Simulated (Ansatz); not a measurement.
**A computed series for SnS2: pressure series**

Take SnS₂ in the CdI2 type structure (space group P-3m1, No. 164; a = 3.626 Å, c = 5.573 Å; layered, stacked along the Cartesian z axis) as the base.

Cell and atoms are relaxed at each pressure.

Calculations: plane-wave PAW DFT at the PBEsol-D3(BJ) level (Ansatz, a first-principles code, 420 eV), no spin-orbit coupling.

```json
[
 {"variant": "base", "density": "4.78 g/cm³", "band gap": "0.96 eV"},
 {"variant": "pressure −2 GPa", "density": "4.39 g/cm³", "band gap": "1.36 eV"},
 {"variant": "pressure −1 GPa", "density": "4.64 g/cm³", "band gap": "1.10 eV"},
 {"variant": "pressure 15 GPa", "density": "5.78 g/cm³", "band gap": "zero"},
 {"variant": "pressure 30 GPa", "density": "___", "band gap": "zero"},
 {"variant": "pressure 50 GPa", "density": "6.95 g/cm³", "band gap": "zero"},
 {"variant": "pressure 75 GPa", "density": "7.59 g/cm³", "band gap": "zero"},
 {"variant": "pressure 100 GPa", "density": "8.17 g/cm³", "band gap": "zero"}
]
```

Problem. Some entries are withheld; estimate them.

Solution. 
- pressure 30 GPa, density: 6.35 g/cm³

A case with no gap was solved on a k-mesh chosen for an insulator, which is coarse for it. Load acts through the strain it causes; cell and atoms are relaxed under it. No phonon test of stability was made. Competing high-pressure phases were not computed. All final runs are without spin polarisation. The zero or small gap of SnS2 under pressure 15 GPa and SnS2 under pressure 30 GPa can change with the level of theory.
